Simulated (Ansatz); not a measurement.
**Effective masses and thermopower of CdTe under load (space group R3m)**

Consider the following.

```
CdTe
1.0
    0.07973     3.25956     3.25956
    3.25956     0.07973     3.25956
    3.25956     3.25956     0.07973
Cd Te
1 1
Direct
  0.00252   0.00252   0.00252
  0.24748   0.24748   0.24748
```

Calculation: r2SCAN with spin-orbit coupling, rigid bands (plane waves, PAW; Ansatz, a first-principles code). Condition of this run: biaxial stress in (111) of 1.5 GPa (compression positive) (the target of the relaxation). How the cell was made: cell and atoms relaxed with PBEsol, then loaded as said.

The band gap is 0.98 eV. The electron conductivity mass (300 K, dilute) comes out as 0.103 mₑ and the hole conductivity mass (300 K, dilute) is 0.34 mₑ. The effective density of states N_c (300 K) comes out as 7.7e17 cm⁻³ and the effective density of states N_v (300 K) is 5.6e18 cm⁻³. The density-of-states mass, electrons is 0.098 mₑ and the density-of-states mass, holes comes out as 0.37 mₑ. The Seebeck coefficient, n-type 1e19 cm⁻³, 300 K is -66 μV/K. The Seebeck coefficient, p-type 1e19 cm⁻³, 300 K is 197 μV/K and the best p-type power factor at 300 K for τ = 10 fs (best axis; densities from 1e16 to 1e21 cm⁻³ tried, whether or not they can be reached) is 4.6 μW/(cm·K²) at 3e20 cm⁻³.

Rigid bands; masses and Seebeck coefficients take one relaxation time τ for all states and one kind of carrier; polarons and phonon drag are left out. Geometry: cell and atoms relaxed with PBEsol.
